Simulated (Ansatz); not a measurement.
Output of an Ansatz run (abridged):

```
WARN ansatz: RAYON_NUM_THREADS=1 ignored (pool sized by the plan → 1); use --threads N
Pseudopotentials: kind: paw
Pseudopotential: Nb, paw, valence charge 13
Pseudopotential: Tc, paw, valence charge 15
Crystal: 2 atoms, lattice volume = 32.820 Å³
Basis set: ecut = 500 eV, 833 PW (Γ)
Bands: 18, of which v1, the nominal top of the filled ones, is band 14 counted from 1 (13 counted from 0)
Symmetry: 8 space group operations
Space group: Cmmm (ITA 65), of the structure as read, at distance tolerance 3.2e-5 Å
k-points: 215 of 1152
PAW frozen core: Nb, regenerated for the run's functional, and the local potential with it
PAW frozen core: Tc, regenerated for the run's functional, and the local potential with it
Initial density: superposition of atomic densities (chi_scale 0.1, normalization cell, long waves kept (reshape's long-wave potential 0.00 eV rms))
Initial wavefunctions: pseudopotential atomic-orbital guess
Eigensolver: davidson
Functional: x = slater, c = lda
SCF iter   1: F=—  HF=-9724.898154 eV  |F-HF|=—  |Δ(HF+E_count)|=         —  Δρ=8.00e-2  dr2=2.72e0  ethr=3.10e-3  ⟨swp⟩=5.0  Hψ=15817  notcnv=0
all-band conjugate gradients solve this SCF's bands
preconditioner: auto → none
SCF iter   2: F=—  HF=-9724.369507 eV  |F-HF|=—  |Δ(HF+E_count)|=   5.29e-1  Δρ=5.17e-2  dr2=1.56e0  ethr=3.10e-3  ⟨swp⟩=2.6  Hψ=7987  notcnv=0  defer=24
SCF iter   3: F=—  HF=-9724.045505 eV  |F-HF|=—  |Δ(HF+E_count)|=   3.24e-1  Δρ=8.27e-3  dr2=1.63e-2  ethr=3.10e-3  ⟨swp⟩=2.2  Hψ=6051  notcnv=0  defer=24
SCF iter   4: F=—  HF=-9724.043891 eV  |F-HF|=—  |Δ(HF+E_count)|=   1.61e-3  Δρ=2.71e-3  dr2=5.61e-3  ethr=5.83e-5  ⟨swp⟩=2.5  Hψ=7355  notcnv=0  defer=23
SCF iter   5: F=—  HF=-9724.042977 eV  |F-HF|=—  |Δ(HF+E_count)|=   9.14e-4  Δρ=7.17e-4  dr2=2.01e-4  ethr=2.01e-5  ⟨swp⟩=2.1  Hψ=5357  notcnv=0  defer=23
SCF iter   6: F=—  HF=-9724.042943 eV  |F-HF|=—  |Δ(HF+E_count)|=   3.39e-5  Δρ=1.24e-4  dr2=1.68e-6  ethr=7.17e-7  ⟨swp⟩=2.5  Hψ=5839  notcnv=0  defer=23
SCF iter   7: F=—  HF=-9724.042949 eV  |F-HF|=—  |Δ(HF+E_count)|=   5.39e-6  Δρ=2.36e-5  dr2=7.46e-8  ethr=3.57e-10  ⟨swp⟩=5.9  Hψ=17856  notcnv=0
SCF iter   8: F=-9724.042949 eV  HF=-9724.042949 eV  |F-HF|=6.00e-11  |Δ(HF+E_count)|=   1.51e-8  Δρ=2.16e-6  dr2=5.09e-10  ethr=2.66e-10  ⟨swp⟩=2.3  Hψ=12997  notcnv=0
SCF 1 converged in 8 iterations: F = -9724.042949 eV  dr2 = 5.09e-10
SCF converged after 8 iterations
Free energy (F): -9724.042949 eV
Harris-Foulkes:  -9724.042949 eV  (|F-HF|=6.00e-11)
Internal energy: -9724.035250 eV  (E = F + TS)
E sigma→0 (E₀):  -9724.039099 eV
Entropy (-TS):   -0.007699 eV (-3.849 meV/atom)
Fermi energy:    19.521053 eV
--- Per-component energies (eV) ---
  E_band       = -145.009489
  E_kinetic    = 1016.121177
  E_local      = -1969.487947  (includes V_loc(G=0)·N_el)
  E_nonlocal   = 416.385606
  E_hartree    = 566.481033
  E_xc         = -411.344158
  E_vxc        = -505.665263  (∫ρ·V_xc dr)
  E_paw        = -6128.633039  (= ΣΔE_a)
  E_vpaw       = -235.325675  (= ΣTr[D̂ρ^β])
  E_aug_tail   = 0.000010  (compensation charges beyond the density's cutoff)
  E_ewald      = -3214.495346
  E_core_change = 0.937415  (= ΣΔE_core)
  E_smearing   = -0.007699  (= −TS)
  E_closure    = 0.000000  (closes the sum)
  Σ components = -9724.042949   (vs F -9724.042949, Δ=0.00e0)
--- Forces (eV/Å), atoms counted from 1 ---
  atom   1  Nb    -0.00000000     0.00000000     0.00000000
  atom   2  Tc    -0.00000000     0.00000000     0.00000000
  max |Σ_I F_I| component: 6.71e-30 eV/Å
--- Stress (GPa, compression-positive) ---
      -15.526122       0.000000       0.000000
        0.000000     -13.547849       0.000000
        0.000000       0.000000     -16.424208
  P = ⅓ Tr σ = -15.1661 GPa (-151.661 kbar)
  The stress holds the Pulay correction. Without it, at fixed plane waves, as pw.x and ABINIT print it: P = -15.2003 GPa
--- Band table (eV; the first three rows and the last of 215) ---
  k-point 0: bands = ["-47.2696", "-35.1591", "-19.3995", "-19.1519", "-19.0023", "-11.2966", "-10.7412", "-10.5163", "12.6310", "14.6192", "16.4480", "17.9771", "18.2824", "18.9480", "20.2162", "20.4246", "21.5862", "22.2333"]
  k-point 1: bands = ["-47.2695", "-35.1597", "-19.3932", "-19.1515", "-19.0023", "-11.3102", "-10.7431", "-10.5162", "12.8038", "14.6869", "16.5003", "18.1270", "18.3101", "18.8580", "20.1563", "20.1980", "21.2450", "22.1552"]
  k-point 2: bands = ["-47.2694", "-35.1613", "-19.3781", "-19.1504", "-19.0023", "-11.3429", "-10.7477", "-10.5161", "13.2882", "14.8502", "16.6439", "18.3507", "18.5550", "18.6257", "19.4866", "20.1546", "20.5131", "21.9464"]
  k-point 214: bands = ["-47.1666", "-34.9048", "-19.6455", "-19.4029", "-19.2500", "-11.8712", "-11.2777", "-11.1257", "15.4537", "15.9759", "16.2831", "16.7698", "18.2846", "19.0793", "19.8360", "20.9913", "22.0040", "25.2872"]
```

The structure:

```xyz
2
Lattice="1.6013 -2.3099 0.0000 1.6013 2.3099 0.0000 0.0000 0.0000 4.4365" Properties=species:S:1:pos:R:3 pbc="T T T"
Nb     0.0000     0.0000     0.0000
Tc     1.6013     0.0000     2.2183
```

Question: Write an input that gives this output.

Answer: Other spellings and defaults could give the same log, and not every line can be read from it. The input that was run (DFT, LDA (PW92), plane waves, default PAW files made with PBE):

Ansatz 0.2 input:
```yaml
crystal:
  lattice:
    - [1.601302, -2.309882, 0.000000]
    - [1.601302, 2.309882, 0.000000]
    - [0.000000, 0.000000, 4.436542]
  atoms:
    - { symbol: Nb, position: [0.000000, 0.000000, 0.000000] }
    - { symbol: Tc, position: [0.500000, 0.500000, 0.500000] }
basis:
  ecutwfc: 500.0 eV
kpoints:
  mp_grid:
    grid: [12, 12, 8]
hamiltonian:
  xc: lda
  pseudopotentials:
    kind: paw
scf:
  occupations:
    method: gaussian
    width: 0.1 eV
output:
  forces: true
  eigenvalues: true
  stress: true
```

The starting cell comes from a database of computed structures (which also holds hypothetical and non-ambient phases and stackings), without a prior relaxation at this level. Its lattice was rescaled by up to half a per cent. Spin polarisation is off. With a pressure of about -15 GPa the cell is away from its equilibrium volume at this level. Ansatz's pressure includes its estimate of the finite-basis (Pulay) stress.

Ansatz is a quantum-chemistry and plane-wave program.
